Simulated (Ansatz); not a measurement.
An Ansatz (a quantum-chemistry and plane-wave program) input (r2SCAN (Ansatz; PAW; 500 eV plane waves; scalar-relativistic without spin-orbit coupling)):

Ansatz 0.2 input:
```yaml
crystal:
  lattice:
    - [5.8243236462, -0.0000000001, -2.8362251354]
    - [-2.912161823, 5.0440122375, 0]
    - [1.4560809115, -2.5220061187, 5.6724502708]
  atoms:
    - { symbol: W, position: [0, 0, 0] }
    - { symbol: W, position: [0, 0.25, 0.5] }
    - { symbol: W, position: [0, 0.5, 0] }
    - { symbol: W, position: [0, 0.75, 0.5] }
    - { symbol: W, position: [0.5, 0.125, 0.25] }
    - { symbol: W, position: [0.5, 0.375, 0.75] }
    - { symbol: W, position: [0.5, 0.625, 0.25] }
    - { symbol: W, position: [0.5, 0.875, 0.75] }
    - { symbol: C, position: [0.3333333333, 0.625, 0.9166666667] }
    - { symbol: C, position: [0.3333333333, 0.875, 0.4166666667] }
    - { symbol: C, position: [0.3333333333, 0.125, 0.9166666667] }
    - { symbol: C, position: [0.8333333333, 0.5, 0.6666666667] }
    - { symbol: C, position: [0.8333333333, 0.75, 0.1666666667] }
    - { symbol: C, position: [0.8333333333, 0, 0.6666666667] }
    - { symbol: C, position: [0.8333333333, 0.25, 0.1666666667] }
basis: { ecutwfc: 500, ecutrho_ratio: 4, xc_grid: 4, fft_grid_basis: typed }
kpoints: { mp_grid: { grid: [8, 8, 8] } }
hamiltonian:
  xc: r2scan
  dispersion: none
  pseudopotentials: { kind: paw }
scf: { occupations: { method: fermi_dirac, width: 0.05 }, convergence: { dr2_threshold: 0.0000000015 } }
relax: { f_tol: 0.02, max_steps: 45 }
output: { forces: true, stress: true }
checkpoint: { write: state.ck, write_every: 1000 }
```

Task: Which symmetry and how many k-points will the program report, and about how many plane waves at Γ?

Result: Space group Cm (ITA 8) with 2 operations, k-points 150 of 512, and 4239 plane waves at Γ.

Task: And the final pressure?

Result: -2.21 GPa (compression positive).

In so small a cell the defect repeats every few ångströms: this is an ordered compound, not a dilute defect. The defect started on the symmetric site and kept its symmetry, so it may sit on a saddle. The final runs are not spin-polarised. The cell was made from WC (space group P-6m2, No. 187) by this change: C vacancy. The defect cell is not spin-polarised.
